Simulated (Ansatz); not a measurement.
**What biaxial strain −2.40 %, plane normal [001], relaxed out of plane does to ZnS**

Take ZnS in the wurtzite structure (space group P6_3mc, No. 186; a = 3.782 Å, c = 6.208 Å) as the base. Axes: x lies along a and z along c of the hexagonal cell.

It is then changed as follows: biaxial strain −2.40 %, plane normal [001], relaxed out of plane (Cartesian); in-plane vectors clamped, the third vector and the atoms free.

Level of theory: PBEsol (Ansatz, an electronic-structure program; PAW; 420 eV plane waves; spin-orbit coupling left out). k-mesh 10×10×6 (Γ-centred); smearing 0.05 eV (Fermi–Dirac).

| quantity | base | changed | shift |
|---|---|---|---|
| volume per atom | 19.23 Å³ | 18.59 Å³ | -0.633 Å³ |
| shortest interatomic distance | 2.319 Å | 2.292 Å | -0.0276 Å |
| band gap | 2.15 eV | 2.13 eV | -0.02 eV |
| gap character | direct at Γ | direct at Γ | – |
| width of the top valence band | 2.23 eV | 2.44 eV | +0.202 eV |
| electron mass | 0.16 mₑ along c, 0.18 mₑ across (at Γ) | 0.14 mₑ out of plane, 0.20 mₑ in plane (at Γ) | – |
| valence-band top at Γ (three highest levels, from the VBM) | 0.00, 0.00, -0.09 eV | 0.00, 0.00, -0.33 eV | – |
| out-of-plane strain | – | +1.52 % | – |
| ratio −ε⊥/ε∥ | – | 0.63 | – |
| mean in-plane stress (compression positive) | – | +4.0 GPa | – |

Final structure (turned so that z lies along the plane normal):

```yaml
crystal:
  lattice:
    - [3.69139, 0.00000, 0.00000]
    - [1.84570, 3.19684, 0.00000]
    - [0.00000, 0.00000, 6.30205]
  atoms:
    - { symbol: Zn, position: [0.33333, 0.33333, 0.00432] }
    - { symbol: Zn, position: [0.66667, 0.66667, 0.50432] }
    - { symbol: S, position: [0.33333, 0.33333, 0.37068] }
    - { symbol: S, position: [0.66667, 0.66667, 0.87068] }
```

Effective masses come from finite differences of ±0.01 Å⁻¹. Stability against distortions was not tested.
